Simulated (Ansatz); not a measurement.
## Short convergence ladders for ZrAu (P4mm, 2 atoms in the cell)

```
ZrAu
1.0
    3.15616     0.00000     0.00000
    0.00000     3.15616     0.00000
    0.00000     0.00000     3.90579
Zr Au
1 1
Cartesian
  0.00000   0.00000   0.05000
  1.57808   1.57808   1.95289
```

Base method: PBEsol, default PAW files made with PBE (plane waves; Ansatz, a first-principles code).

Base settings: basis.ecutwfc = 30.9 Ry; kpoints.mp_grid.grid = 10 10 9; hamiltonian.xc = pbesol; hamiltonian.pseudopotentials = {kind: paw} (the program's default PAW files); scf.occupations.method = gaussian; scf.occupations.width = 0.0073 Ry.

The count of work is k-points × plane waves × bands × iterations; it is no time. 

**The cutoff for other potential files**

Level: DFT, PBEsol, plane waves, harder PAW files (source: ansatz) made with PBE.

In this ladder: hamiltonian.pseudopotentials = {kind: paw, source: ansatz}.

The second cell is the first with its lattice scaled by 0.98.

The mesh stays at the base's, so the ladder's end is converged at best in this setting alone.

The first pressure column holds Ansatz's estimate of the finite-basis (Pulay) stress, which hides part of the cutoff error; the other is without it.

Only quantities that move along the ladder and can be compared are tabulated.

| basis.ecutwfc | free energy less the last step's (meV/atom) | energy of the compressed cell less the first (meV/atom) | pressure (GPa) | pressure without the Pulay estimate (GPa) | largest difference of a force vector from the last step's (eV/Å) | count of work / last |
|---|---|---|---|---|---|---|
| 20.6 Ry | 5327.52 | -25.48 | -7.78 | -199.51 | 0.095 | 0.12 |
| 25 Ry | 1215.66 | 15.91 | -2.23 | -60.73 | 0.001 | 0.14 |
| 31.6 Ry | 106.14 | 13.51 | -2.60 | -9.91 | 0.001 | 0.21 |
| 38.6 Ry | 4.77 | 14.21 | -2.51 | -3.00 | 0.000 | 0.28 |
| 45.2 Ry | 0.50 | 14.24 | -2.51 | -2.52 | 0.000 | 0.35 |
| 54.4 Ry | 0.29 | 14.24 | -2.51 | -2.51 | 0.000 | 0.46 |
| 68 Ry | 0.11 | 14.23 | -2.51 | -2.51 | 0.000 | 0.65 |
| 90.8 Ry | 0.00 | 14.23 | -2.51 | -2.51 | 0.000 | 1.0 |

Coarsest basis.ecutwfc that holds the forces within 0.005 eV/Å of the last step, with all finer ones: 25 Ry, at 0.14 of the last step's count of work; the step before is off by 0.095 eV/Å.

Coarsest basis.ecutwfc that holds the pressure without the Pulay estimate within 0.2 GPa of the last step, with all finer ones: 45.2 Ry, at 0.35 of the last step's count of work; the step before is off by 0.49 GPa.

Coarsest basis.ecutwfc that holds the pressure within 0.2 GPa of the last step, with all finer ones: 31.6 Ry, at 0.21 of the last step's count of work; the step before is off by 0.28 GPa.

The energy difference between the two cells stays within 1 meV/atom of the last step's from 31.6 Ry on, the total only from 45.2 Ry on: much of the error is common to both cells and cancels.

At the lowest cutoff the pressure without the Pulay estimate lies 197 GPa under the last step's, the usual sign of Pulay stress in an incomplete plane-wave basis.

**The relaxed cell against the cutoff**

On ZrAu (P4/mmm, 2 atoms in the cell): atoms on their sites.

In this ladder: relax = cell and atoms.

The mesh stays at the base's, so the ladder's end is converged at best in this setting alone.

Only quantities that move along the ladder and can be compared are tabulated.

| basis.ecutwfc | relaxed volume (Å³/atom) | relaxation steps |
|---|---|---|
| 15.4 Ry | 20.003 | 99 |
| 18.4 Ry | 18.883 | 61 |
| 21.7 Ry | 18.932 | 20 |
| 26.1 Ry | 18.981 | 9 |
| 30.9 Ry | 18.975 | 8 |
| 37.1 Ry | 18.974 | 8 |
| 46.3 Ry | 18.974 | 8 |
| 61.7 Ry | 18.974 | 8 |

Coarsest basis.ecutwfc that holds the relaxed volume within 0.038 Å³/atom of the last step, with all finer ones: 26.1 Ry; the step before is off by 0.041 Å³/atom.

At the lowest cutoff the cell relaxes to a volume 5.4 % larger than at the highest. Ansatz relaxes on a stress corrected for the finite basis.

On the base run: the starting cell comes from a database of computed structures (which also holds hypothetical and non-ambient phases and stackings), without a prior relaxation at this level. Its lattice was rescaled by up to half a per cent. One atom was moved a little off its site on purpose.

Keys are those of Ansatz 0.2.
